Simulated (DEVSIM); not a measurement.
Structure: Cr/SiON/p-Si capacitor, at 300 K.

Layer 1 from the left is SiON, thickness (nm) 3.20. Layer 2 from the left is Si, thickness (nm) 9100, Na (cm⁻³) 2e14.

Metal gate on the left, work function 4.5 eV. Fixed charge at the semiconductor interface -1.3e10 cm⁻² (in units of +e); no interface traps.

This is a model device: material constants are rounded textbook-type values typed into the input, and sizes, dopings and lifetimes were drawn at random. Values at 300 K.

SiON: gap (eV) 7, affinity (eV) 1.4, permittivity 5.5. Si: gap (eV) 1.124, affinity (eV) 4.05, permittivity 11.7, Nc (cm⁻³) 2.86e19, Nv (cm⁻³) 3.1e19.

Model (solved in DEVSIM): 1D Poisson equation in equilibrium, Boltzmann statistics, complete ionisation; no quantum confinement or tunnelling. Metal contacts follow the ideal Schottky-Mott rule: no Fermi-level pinning, no interface dipoles.

Q: What does the simulation give for the threshold voltage (band bending 2φF), the flat-band voltage?

A: threshold voltage (band bending 2φF) 0.15 V; flat-band voltage -0.36 V.
